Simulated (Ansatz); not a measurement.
The parent structure is SnO2 in the rutile structure (space group P4_2/mnm, No. 136; a = 4.722 Å, c = 3.190 Å). Axes: x, y, z lie along a, b, c of the conventional cell.

All numbers come from Ansatz (a program for electronic structure) LDA, no SOC.

Perturbation: uniaxial strain ε_zz = +2.40 %, all other strain components held at zero, atoms relaxed at fixed cell.

Task: Estimate the effect on the energy relative to the base and stress.

Result: The energy increases by 8.7 meV/atom; the stress (xx, yy, zz, yz, xz, xy; compression positive) is (-3.49, -3.49, -9.52, 0.00, 0.00, 0.00) GPa.

Whether these cells are dynamically stable was not tested.
